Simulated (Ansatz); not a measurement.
## What C → Ge does to WC

The parent structure is WC (space group P-6m2, No. 187; a = 2.8987 Å, c = 2.8280 Å).

The change: Ge takes the place of C on all its sites, then cell and atoms are relaxed.

All numbers come from PBEsol/PAW in Ansatz (a quantum-chemistry and plane-wave program), without spin-orbit coupling, earlier PAW set. Γ-centred 17×17×13 mesh, Fermi–Dirac width 0.05 eV, for the changed cell.

Volume per atom: 15.61 Å³ (base 10.29 Å³)
Density: 13.64 g/cm³ (base 15.80 g/cm³)
Lattice parameter a: 3.172 Å (base 2.899 Å)
c/a ratio: 1.129 (base 0.976)
Space group: P-6m2 (No. 187) (base P-6m2 (No. 187))
Shortest interatomic distance: 2.562 Å (base 2.191 Å)
Band gap: zero (base zero)

Final structure:

```
CELL_PARAMETERS angstrom
      3.17225     0.00000     0.00000
     -1.58612     2.74725     0.00000
      0.00000     0.00000     3.58253
ATOMIC_POSITIONS crystal
  W  0.00000 0.00000 0.00000
  Ge 0.66667 0.33333 0.50000
```

Whether these cells are dynamically stable was not tested. As relaxed here, WGe is a hypothetical phase, not in the database extracts checked. The final runs are not spin-polarised.
